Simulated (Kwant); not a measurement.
Computed with Kwant: Hückel tight-binding model, one pz orbital an atom, one spin, coherent transport at 0 K. Conductance is in e²/h.

Model system: π system c1ccc2c(c1)oc1ccccc12 between two chain leads. The π system is taken as planar. Atoms are numbered from 0 in the order of the SMILES. Site energies (eV, carbon 0): [0.0, 0.0, 0.0, 0.0, 0.0, 0.0, -6.0, 0.0, 0.0, 0.0, 0.0, 0.0, 0.0]. Bonds (i, j, β in eV): (0,1,-3) (1,2,-3) (2,3,-3) (3,4,-3) (4,5,-3) (4,6,-2.4) (6,7,-2.4) (7,8,-3) (8,9,-3) (9,10,-3) (10,11,-3) (11,12,-3) (5,0,-3) (12,7,-3) (12,3,-3). Leads: chains of hopping −4.5 eV, joined by −0.6 eV to atoms 0 and 2.

Site energies and bond integrals are typed Hückel values.

Sweep values stay those of the base run.

One input was changed, with this effect: transmission at E = 0 8.5e-7 → 1.4e-5.

Q: Which change was it?
A. contacts moved from atoms [0, 2] to [1, 10]
B. contacts moved from atoms [0, 2] to [2, 11]
C. contacts moved from atoms [0, 2] to [1, 2]
D. contacts moved from atoms [0, 2] to [0, 11]
E. contacts moved from atoms [0, 2] to [0, 10]
F. contacts moved from atoms [0, 2] to [0, 8]

A: A, contacts moved from atoms [0, 2] to [1, 10]
